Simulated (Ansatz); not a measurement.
Input and output of a self-consistent single point for GaGeTe (R3m, 6 atoms in the cell) (Ansatz, a program for electronic structure).

Level of theory: PBEsol, default PAW files made with PBE (plane waves; Ansatz).

```xyz
6
Lattice="2.0300 1.1720 11.9689 -2.0300 1.1720 11.9689 0.0000 -2.3440 11.9689" Properties=species:S:1:pos:R:3 pbc="T T T"
Ga     0.0000     0.0000     9.1915
Ga     0.0000     0.0000    26.7652
Ge     0.0000     0.0000    11.5706
Ge     0.0000     0.0000    24.3361
Te     0.0000     0.0000     4.0801
Te     0.0000     0.0000    31.8266
```

Reference input (self-consistent single point, DFT, PBEsol, plane waves, default PAW files made with PBE): basis.ecutwfc = 420 eV; kpoints.mp_grid.grid = 5 5 5; hamiltonian.xc = pbesol; hamiltonian.pseudopotentials = {kind: paw} (the program's default PAW files); scf.occupations.method = gaussian; scf.occupations.width = 0.05 eV. This run's input differs from it in these lines:

Ansatz 0.2 input:
```diff
@@ -20,3 +20,3 @@
 scf:
-  occupations: { method: gaussian, width: 0.05 }
+  occupations: { method: gaussian, width: 0.5 }
 output:
```

Output (repeated stretches shortened):

```
SCF iter   1: F=—  HF=-29797.574015 eV  |F-HF|=—  |Δ(HF+E_count)|=         —  Δρ=2.35e-3  dr2=1.50e-2  ethr=1.77e-3  ⟨swp⟩=5.7  Hψ=3559  notcnv=0
all-band conjugate gradients solve this SCF's bands
preconditioner: auto → LDOS
SCF iter   2: F=—  HF=-29797.569674 eV  |F-HF|=—  |Δ(HF+E_count)|=   4.34e-3  Δρ=1.49e-3  dr2=9.28e-3  ethr=1.75e-5  ⟨swp⟩=2.0  Hψ=1985  notcnv=0
SCF iter   3: F=—  HF=-29797.566222 eV  |F-HF|=—  |Δ(HF+E_count)|=   3.45e-3  Δρ=5.36e-4  dr2=1.18e-3  ethr=1.08e-5  ⟨swp⟩=2.1  Hψ=1797  notcnv=0
SCF iter   4: F=—  HF=-29797.565988 eV  |F-HF|=—  |Δ(HF+E_count)|=   2.33e-4  Δρ=1.79e-4  dr2=4.58e-4  ethr=1.37e-6  ⟨swp⟩=2.0  Hψ=1770  notcnv=0
SCF iter   5: F=—  HF=-29797.565934 eV  |F-HF|=—  |Δ(HF+E_count)|=   5.45e-5  Δρ=4.32e-5  dr2=2.74e-6  ethr=5.33e-7  ⟨swp⟩=1.9  Hψ=1040  notcnv=0
SCF iter   6: F=—  HF=-29797.565928 eV  |F-HF|=—  |Δ(HF+E_count)|=   6.29e-6  Δρ=2.05e-5  dr2=9.49e-7  ethr=3.18e-9  ⟨swp⟩=2.1  Hψ=1641  notcnv=0
SCF iter   7: F=-29797.565927 eV  HF=-29797.565927 eV  |F-HF|=4.29e-8  |Δ(HF+E_count)|=   6.94e-8  Δρ=4.08e-6  dr2=6.55e-8  ethr=1.16e-10  ⟨swp⟩=10.1  Hψ=5053  notcnv=0
SCF 1 converged in 7 iterations: F = -29797.565927 eV  dr2 = 6.55e-8
Free energy (F): -29797.565927 eV
Internal energy: -29797.528690 eV  (E = F + TS)
E sigma→0 (E₀):  -29797.547309 eV
Entropy (-TS):   -0.037238 eV (-6.206 meV/atom)
Fermi energy:    7.277049 eV
--- Forces (eV/Å), atoms counted from 1 ---
  atom   1  Ga     0.00000000     0.00000001    -0.67953407
  atom   2  Ga     0.00000000    -0.00000000     0.00525241
  atom   3  Ge     0.00000000    -0.00000001     0.42948457
  atom   4  Ge     0.00000000     0.00000000    -0.05223008
  atom   5  Te     0.00000000    -0.00000000     0.06427745
  atom   6  Te     0.00000000    -0.00000000     0.23270066
--- Stress (GPa, compression-positive) ---
       -0.149349       0.000000      -0.000000
        0.000000      -0.149349      -0.000000
        0.000000      -0.000000       0.280326
  P = ⅓ Tr σ = -0.0061 GPa (-0.061 kbar)
  The stress holds the Pulay correction. Without it, at fixed plane waves, as pw.x and ABINIT print it: P = -0.0329 GPa
```

The run converged in 7 iterations. Against the reference run the free energy falls by 1.5 meV/atom, the pressure hardly changes (-0.05 to -0.01 GPa) and the largest force goes from 0.667 to 0.680 eV/Å.

The starting cell comes from a database of computed structures (which also holds hypothetical and non-ambient phases and stackings), without a prior relaxation at this level. Its lattice was rescaled by up to half a per cent. One atom was moved a little off its site on purpose. Spin-orbit coupling is off. Ansatz's pressure includes its estimate of the finite-basis (Pulay) stress. A gap is left out here, as mesh or smearing make it unsure.
